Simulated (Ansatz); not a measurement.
## W: pressure series

Take W in the bcc (W type) structure (space group Im-3m, No. 229) as the base.

```xyz
1
Lattice="-1.5918 1.5918 1.5918 1.5918 -1.5918 1.5918 1.5918 1.5918 -1.5918" Properties=species:S:1:pos:R:3 pbc="T T T"
W      0.0000     0.0000     0.0000
```

Cell and atoms are relaxed at each pressure.

The values are results of PBE (Ansatz, a first-principles code; PAW; 420 eV plane waves; no spin-orbit coupling), earlier PAW set, not measurements.

```
P (GPa)  V (Å³/atom)
-------  -----------
-2.02         16.242
-1.02         16.188
3.00          15.980
7.00          15.785
14.99         15.429
29.99         14.852
50.00         14.218
74.99         13.569
99.99         13.039
```

A third-order Birch–Murnaghan fit to these points gives V₀ = 16.13 Å³/atom, B₀ = 307 GPa and B₀′ = 4.0. At pressure 100 GPa the volume is 80.8 % of V₀.

Load acts through the strain it causes; cell and atoms are relaxed under it. Whether these cells are dynamically stable was not tested. No other phases were tried under pressure. The final runs are not spin-polarised.
